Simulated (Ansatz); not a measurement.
```xyz
6
Lattice="3.6002 0.0000 0.0000 0.0000 3.6002 0.0000 0.0000 0.0000 5.2252" Properties=species:S:1:pos:R:3 pbc="T T T"
Zr     0.0000     0.0000     0.0000
Zr     1.8001     1.8001     2.6126
O      0.0000     1.8001     1.5768
O      0.0000     1.8001     4.1894
O      1.8001     0.0000     1.0358
O      1.8001     0.0000     3.6484
```

Space group of this cell: P4_2/nmc. The cell is taken as given.

The numbers are results of r2SCAN (plane waves, PAW; Ansatz, a program for electronic structure), not measurements.

The current runs along the normal of the first two printed vectors; no spin-orbit coupling. Scaled by the factor s: all lengths (ions clamped). Meshes 8×8×6 and 8×8 across the current in all rows.

```csv
s,mean pressure (GPa),band gap (eV)
0.98,16.9,4.80
1.00,-0.1,4.61
1.02,-13.1,?
```

Take the slope of the band gap against ln s from the two given rows, extrapolate to s = 1.02, and say what the run there gives.

Slope = (4.80 − 4.61) / ln 0.98 = -9.40 eV. The line gives 4.61 + (-9.40) × ln 1.02 = 4.42 eV. The run gives 4.37 eV, 0.05 eV under the line, 29 % of the predicted step.
